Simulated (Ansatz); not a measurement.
Pressure series in AlRu

Base system: AlRu in the CsCl type structure (space group Pm-3m, No. 221; a = 2.9539 Å).

Cell and atoms are relaxed at each pressure.

All numbers come from Kohn–Sham DFT with the LDA functional, run in Ansatz (a program for electronic structure) with PAW and 420 eV plane waves, spin-orbit coupling left out.

Notes on the quantities. enthalpy: H = E + PV relative to the base's energy.

| change | shortest interatomic distance | density | enthalpy |
|---|---|---|---|
| base | 2.558 Å | 8.25 g/cm³ | – |
| pressure −2 GPa | 2.566 Å | 8.18 g/cm³ | -0.16 eV/atom |
| pressure −1 GPa | 2.562 Å | 8.21 g/cm³ | -0.08 eV/atom |
| pressure 0.9 GPa | 2.555 Å | 8.28 g/cm³ | +0.07 eV/atom |
| pressure 2.1 GPa | 2.551 Å | 8.32 g/cm³ | +0.17 eV/atom |
| pressure 4.5 GPa | 2.542 Å | 8.40 g/cm³ | +0.36 eV/atom |
| pressure 9 GPa | 2.528 Å | 8.55 g/cm³ | +0.71 eV/atom |
| pressure 15 GPa | 2.510 Å | 8.73 g/cm³ | +1.17 eV/atom |
| pressure 22.5 GPa | 2.490 Å | 8.95 g/cm³ | +1.73 eV/atom |
| pressure 30 GPa | 2.472 Å | 9.15 g/cm³ | +2.28 eV/atom |

Load acts through the strain it causes; cell and atoms are relaxed under it. No phonon test of stability was made. No other phases were tried under pressure. The final runs are not spin-polarised.
